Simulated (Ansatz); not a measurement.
An Ansatz (a program for electronic structure) input (PBEsol (Ansatz; PAW; 420 eV plane waves; no SOC)):

Ansatz 0.2 input:
```yaml
crystal:
  lattice:
    - [-3.3513363699, 3.3513363699, 3.3513363699]
    - [3.3513363699, -3.3513363699, 3.3513363699]
    - [3.3513363699, 3.3513363699, -3.3513363699]
  atoms:
    - { symbol: Zr, position: [0.875, 0.125, 0.75] }
    - { symbol: Zr, position: [0.625, 0.375, 0.25] }
    - { symbol: Zr, position: [0.75, 0.875, 0.125] }
    - { symbol: Zr, position: [0.25, 0.625, 0.375] }
    - { symbol: Zr, position: [0.125, 0.75, 0.875] }
    - { symbol: Zr, position: [0.375, 0.25, 0.625] }
    - { symbol: N, position: [0.6417522257, 0.6417522257, 0.6417522257] }
    - { symbol: N, position: [0.3582477743, 0.5, 0] }
    - { symbol: N, position: [0.5, 0, 0.8582477743] }
    - { symbol: N, position: [0, 0.3582477743, 0.5] }
    - { symbol: N, position: [0.8582477743, 0.5, 0] }
    - { symbol: N, position: [0.1417522257, 0.1417522257, 0.1417522257] }
    - { symbol: N, position: [0, 0.8582477743, 0.5] }
    - { symbol: N, position: [0.5, 0, 0.3582477743] }
basis: { ecutwfc: 420, ecutrho_ratio: 4, xc_grid: 2, fft_grid_basis: typed }
kpoints: { mp_grid: { grid: [6, 6, 6] } }
hamiltonian:
  xc: pbesol
  dispersion: none
  pseudopotentials: { kind: paw }
scf: { occupations: { method: fermi_dirac, width: 0.05 }, convergence: { dr2_threshold: 0.0000000014 } }
output: { forces: true, stress: true }
```

**Question.** Which symmetry and how many k-points will the program report, and about how many plane waves at Γ?

**Answer.** Space group I-43d (ITA 220) with 24 operations, k-points 16 of 216, and 2899 plane waves at Γ.

No phonon test of stability was made. The cell is Zr$_{3}$N$_{4}$ (space group I-43d, No. 220).
